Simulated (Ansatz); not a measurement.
An Ansatz (a quantum-chemistry and plane-wave program) input (Ansatz PBEsol, spin-orbit coupling left out):

Ansatz 0.2 input:
```yaml
crystal:
  lattice:
    - [0, 4.8561637838, 4.8561637838]
    - [4.8561637838, -4.8561637838, 4.8561637838]
    - [4.8561637838, 4.8561637838, 0]
  atoms:
    - { symbol: N, position: [0, 0, 0] }
    - { symbol: N, position: [0, 0, 0.5] }
    - { symbol: N, position: [0.1666666667, 0.3333333333, 0.1666666667] }
    - { symbol: N, position: [0.1666666667, 0.3333333333, 0.6666666667] }
    - { symbol: N, position: [0.3333333333, 0.6666666667, 0.3333333333] }
    - { symbol: N, position: [0.3333333333, 0.6666666667, 0.8333333333] }
    - { symbol: N, position: [0.5, 0, 0] }
    - { symbol: N, position: [0.5, 0, 0.5] }
    - { symbol: N, position: [0.6666666667, 0.3333333333, 0.1666666667] }
    - { symbol: N, position: [0.6666666667, 0.3333333333, 0.6666666667] }
    - { symbol: N, position: [0.8333333333, 0.6666666667, 0.3333333333] }
    - { symbol: N, position: [0.8333333333, 0.6666666667, 0.8333333333] }
    - { symbol: Al, position: [0.3333333333, 0.1666666667, 0.3333333333] }
    - { symbol: Y, position: [0.3333333333, 0.1666666667, 0.8333333333] }
    - { symbol: Y, position: [0.5, 0.5, 0.5] }
    - { symbol: Y, position: [0.5, 0.5, 1] }
    - { symbol: Y, position: [0.6666666667, 0.8333333333, 0.6666666667] }
    - { symbol: Y, position: [0.6666666667, 0.8333333333, 0.1666666667] }
    - { symbol: Y, position: [0.8333333333, 0.1666666667, 0.3333333333] }
    - { symbol: Y, position: [0.8333333333, 0.1666666667, 0.8333333333] }
    - { symbol: Y, position: [0, 0.5, 0.5] }
    - { symbol: Y, position: [0, 0.5, 1] }
    - { symbol: Y, position: [0.1666666667, 0.8333333333, 0.6666666667] }
    - { symbol: Y, position: [0.1666666667, 0.8333333333, 0.1666666667] }
basis: { ecutwfc: 420, ecutrho_ratio: 4, xc_grid: 2, fft_grid_basis: typed }
kpoints: { mp_grid: { grid: [4, 3, 4] } }
hamiltonian:
  xc: pbesol
  dispersion: none
  pseudopotentials: { kind: paw }
scf: { occupations: { method: fermi_dirac, width: 0.05 }, convergence: { dr2_threshold: 0.0000000024 } }
relax: { f_tol: 0.02, max_steps: 45 }
output: { forces: true, stress: true }
checkpoint: { write: state.ck, write_every: 1000 }
```

Q: Which symmetry and how many k-points will the program report, and about how many plane waves at Γ?

A: Space group P-3m1 (ITA 164) with 12 operations, k-points 9 of 48, and 6665 plane waves at Γ.

Q: And the final pressure?

A: -4.70 GPa (compression positive).

The cell is small, so the values are those of an ordered compound at a high defect concentration; dilute-limit values will differ. The defect started on the symmetric site and kept its symmetry, so it may sit on a saddle. The cell was made from YN in the rock salt structure (space group Fm-3m, No. 225) by this change: Al on a Y site. The defect cell is not spin-polarised.
